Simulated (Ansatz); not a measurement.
**BP: carrier doping**

Consider BP in the zinc blende structure (space group F-43m, No. 216; a = 4.536 Å).

Carriers are added at fixed cell with a uniform background; the Fermi–Dirac width is that of 300 K.

Level of theory: r2SCAN (Ansatz, a quantum-chemistry and plane-wave program), without spin-orbit coupling, earlier PAW set.

Notes on the quantities. Fermi level from band edge: Fermi level relative to the doped band's edge (positive inside the band; to 0.05 eV).

```tsv
electron density (10^21 cm⁻³)	Fermi level from band edge (eV)
0.7	0.20
1.5	?
2	0.40
5	0.65
```

Task: Fit E_F = C n^s, fitted as a line in log–log form (a parabolic band gives s = 2/3) to the rows shown and predict the withheld row.

Result: Least squares on the printed values gives C = 0.25 eV, s = 0.60 (largest residual 0.02 eV); this predicts 0.32 eV, and the run gives 0.35 eV, in agreement.

Charged cell with a jellium background: band edges are those of the host's band count, energies are not comparable with the neutral cell, and many-body gap narrowing is missing. Whether these cells are dynamically stable was not tested.
